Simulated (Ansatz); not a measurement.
Take CuI in the zinc blende structure (space group F-43m, No. 216; a = 5.939 Å) as the base.

The values are results of PBEsol (Ansatz, a quantum-chemistry and plane-wave program, PAW, no spin-orbit coupling), not measurements.

One change was made to it. Results:

| quantity | base | after |
|---|---|---|
| electron mass | 0.14 mₑ (at Γ) | 0.15 mₑ (at Γ) |
| volume per atom | 26.19 Å³ | 21.72 Å³ |
| band gap | 1.17 eV | 1.78 eV |

Q: What was done to the base?
(A) pressure −1 GPa
(B) pressure 0.9 GPa
(C) pressure 15 GPa

A: C, pressure 15 GPa. For comparison, the band gap in the other runs: pressure −1 GPa gives 1.11 eV; pressure 0.9 GPa gives 1.22 eV.

With I present, leaving out spin-orbit coupling can change the band edges. Load acts through the strain it causes; cell and atoms are relaxed under it. Masses are band curvatures over ±0.01 Å⁻¹ around the edge. No phonon test of stability was made. Tetrahedral semiconductors of this kind turn to denser phases somewhere between about 1 and 50 GPa; those were not computed, so compressed cells here can lie past the real transition. The final runs are not spin-polarised.
